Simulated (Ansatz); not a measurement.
TiAl3 (I4/mmm, No. 139), treated with PBE-D4 (Ansatz, a first-principles code, PAW).

Settings: plane-wave cutoff 520 eV, 20×20×20 k mesh, Fermi–Dirac smearing 0.05 eV, no spin polarisation, scalar-relativistic PAW data made under PBE.

Response to compression and expansion:

Shape and atoms are relaxed at each volume.

```csv
V (Å³/atom),P (GPa),c (Å),a (Å)
14.846,4.99,8.407,3.759
15.155,2.37,8.468,3.784
15.464,-0.01,8.528,3.809
15.773,-2.15,8.588,3.833
16.083,-4.08,8.647,3.857
```

Note: the bulk modulus comes from volumes at which shape and atoms were relaxed.
